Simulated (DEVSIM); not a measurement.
Device: Schottky contact on p-type Si, at 250 K.

Layer 1 from the left is Si, thickness (μm) 0.660, Na (cm⁻³) 6.4e16, τn (s) 0.00066, τp (s) 0.00066. Layer 2 from the left is Si, thickness (μm) 16.0, Na (cm⁻³) 8.8e17, τn (s) 0.00066, τp (s) 0.00066.

Left contact: Schottky, work function 4.344 eV, emission velocity 2e6 cm/s. Right contact: ohmic. Voltage is applied to the left contact. Recombination: SRH at mid-gap. Mobility is constant in doping.

This is a model device: material constants are rounded textbook-type values typed into the input, and sizes, dopings and lifetimes were drawn at random. Values at 300 K; Nc and Nv go as T^1.5, mobilities as T to minus their exponent, the gap by Varshni's rule with the affinity fixed.

Si: gap (eV) 1.124, affinity (eV) 4.05, permittivity 11.7, Nc (cm⁻³) 2.86e19, Nv (cm⁻³) 3.1e19, μn (cm²/Vs) 1417, μp (cm²/Vs) 470, T exponent of μn 2.3, T exponent of μp 2.2, Varshni α (eV/K) 0.000473, Varshni β (K) 636.

Model (solved in DEVSIM): 1D drift-diffusion, Boltzmann statistics, complete ionisation; no tunnelling, impact ionisation, image-force lowering or self-heating. Metal contacts follow the ideal Schottky-Mott rule: no Fermi-level pinning, no interface dipoles.

Dark forward current:

```csv
|V| (V),|J| (A/cm²)
0.05,7.147e-10
0.10,7.985e-9
0.15,8.194e-8
0.20,8.341e-7
0.25,8.481e-6
0.30,8.621e-5
0.35,0.0008759
0.40,0.008894
0.45,0.09021
0.50,0.9126
0.55,9.123
0.60,83.88
0.65,509.6
0.70,1540
0.75,2965
```

Work out the local ideality factor n = ΔV / (kT/q · ln(J2/J1)) between the rows 0.10 and 0.15 V, 0.70 and 0.75 V.

kT/q = 21.54 mV. From 0.10 to 0.15 V: ln(8.194e-8/7.985e-9) = 2.328, n = 1.00, near the 1 of diffusion or emission over a barrier. From 0.70 to 0.75 V: ln(2965/1540) = 0.655, n = 3.54; the layers' resistance at their doping, Σ W/(qμN) = 2.5e-5 Ω cm², would take 36 mV of this step of 50 mV.

Estimate the current at 0.35 V for emission alone, J0 = q v N_band exp(−φB/kT), and read the barrier back from the simulated current.

φB = 0.842 eV, N_band = 2.36e19 cm⁻³, J0 = 7.93e-11 A/cm²; J = J0 (exp(qV/kT) − 1) = 0.000904 A/cm². The simulation gives 0.000876 A/cm²; the estimate lies 3.2 % above. Read backwards, the simulated current gives an apparent barrier of 0.843 eV. The estimate leaves out transport through the depletion region and minority injection.
